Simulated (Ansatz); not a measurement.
Ge3N4 (Fd-3m, No. 227, 14 atoms in the cell; start mp-476) was calculated with PBE0 (Ansatz, an electronic-structure program, PAW).

The run printed, among other lines:

```
WARN output.stress: scf.exx.energy_threshold = 1e-6 eV is looser than the 1.4e-7 eV advised for a stress under a hybrid functional (1e-8 eV for each atom of …
Crystal: 14 atoms, lattice volume = 139.442 Å³
Basis set: ecut = 460 eV, 3119 PW (Γ), exchange–correlation on 90×90×90 points (8 copies of the dense FFT grid, shifted against one another)
Bands: 76, of which v1, the nominal top of the filled ones, is band 62 counted from 1 (61 counted from 0)
Symmetry: 48 space group operations
Space group: Fd-3m (ITA 227), of the structure as read, at distance tolerance 5.2e-5 Å
k-points: 8 of 64
Functional: x = pbe(κ = 0.804, μ = 0.2195149727645171), c = pbe(β = 0.06672455060314922), warm-up for x = 0.75 pbe(κ = 0.804, μ = 0.2195149727645171) + 0.25 exact, c = pbe(β = 0.06672455060314922)
SCF iter   1: F=—  HF=-28840.554412 eV  |F-HF|=—  |Δ(HF+E_count)|=         —  Δρ=2.66e-3  dr2=1.01e-2
SCF iter   2: F=—  HF=-28840.555221 eV  |F-HF|=—  |Δ(HF+E_count)|=   8.09e-4  Δρ=1.07e-3  dr2=5.75e-4
  ...
Crystal: 14 atoms, lattice volume = 139.442 Å³
Initial density: handed on by an earlier stage of this run
Functional: x = 0.75 pbe(κ = 0.804, μ = 0.2195149727645171) + 0.25 exact, c = pbe(β = 0.06672455060314922)
Crystal: 14 atoms, lattice volume = 139.442 Å³
SCF 3 converged in 6 iterations: F = -28846.021239 eV  dr2 = 3.21e-10
Crystal: 14 atoms, lattice volume = 139.442 Å³
SCF iter   1: F=—  HF=-28846.021240 eV  |F-HF|=—  |Δ(HF+E_count)|=         —  Δρ=2.64e-6  dr2=4.14e-9
SCF iter   2: F=-28846.021240 eV  HF=-28846.021240 eV  |F-HF|=2.73e-10  |Δ(HF+E_count)|=  8.62e-10  Δρ=3.19e-7  dr2=2.79e-10
SCF 4 converged in 2 iterations: F = -28846.021240 eV  dr2 = 2.79e-10
Free energy (F): -28846.021240 eV
Internal energy: -28846.021240 eV  (E = F + TS)
E sigma→0 (E₀):  -28846.021240 eV
Fermi energy:    12.918762 eV
--- Stress (GPa, compression-positive) ---
       -3.935947      -0.000000      -0.000000
        0.000000      -3.935947       0.000000
        0.000000       0.000000      -3.935947
  P = ⅓ Tr σ = -3.9359 GPa (-39.359 kbar)
```

Question: Write an input file that could have produced this run (the log leaves some choices open).

Answer: This is not unique; one that fits is 
Ansatz 0.2 input:
```yaml
crystal:
  lattice:
    - [0.0, 4.1158041286, 4.1158041286]
    - [4.1158041286, 0.0, 4.1158041286]
    - [4.1158041286, 4.1158041286, 0.0]
  atoms:
    - { symbol: Ge, position: [0.125, 0.125, 0.125] }
    - { symbol: Ge, position: [0.625, 0.125, 0.125] }
    - { symbol: Ge, position: [0.125, 0.125, 0.625] }
    - { symbol: Ge, position: [0.125, 0.625, 0.125] }
    - { symbol: Ge, position: [0.5, 0.5, 0.5] }
    - { symbol: Ge, position: [0.75, 0.75, 0.75] }
    - { symbol: N, position: [0.8831164805, 0.3506505586, 0.8831164805] }
    - { symbol: N, position: [0.3668835195, 0.3668835195, 0.3668835195] }
    - { symbol: N, position: [0.3506505586, 0.8831164805, 0.8831164805] }
    - { symbol: N, position: [0.3668835195, 0.3668835195, 0.8993494414] }
    - { symbol: N, position: [0.8831164805, 0.8831164805, 0.3506505586] }
    - { symbol: N, position: [0.8993494414, 0.3668835195, 0.3668835195] }
    - { symbol: N, position: [0.8831164805, 0.8831164805, 0.8831164805] }
    - { symbol: N, position: [0.3668835195, 0.8993494414, 0.3668835195] }
basis:
  ecutwfc: 460
  ecutrho_ratio: 4
  xc_grid: 2
kpoints:
  mp_grid: { grid: [4, 4, 4] }
  band_path: { path: [[0, 0, 0], [0.0, 0.28125, -0.28125]], npoints: 1 }
hamiltonian:
  xc: pbe0
  dispersion: none
  pseudopotentials: { kind: paw }
scf:
  occupations: { method: fermi_dirac, width: 0.01 }
  convergence: { dr2_threshold: 0.0000000014 }
output:
  forces: true
  stress: true
  eigenvalues: true
  write_bands: true
```

The PAW data were made under PBE.

Note: cell and atoms aren't relaxed at this level (pressure -3.9 GPa).

Computing time: very roughly 6 core-minutes.

A start named mp-… is a Materials Project structure, which need not be a measured phase.
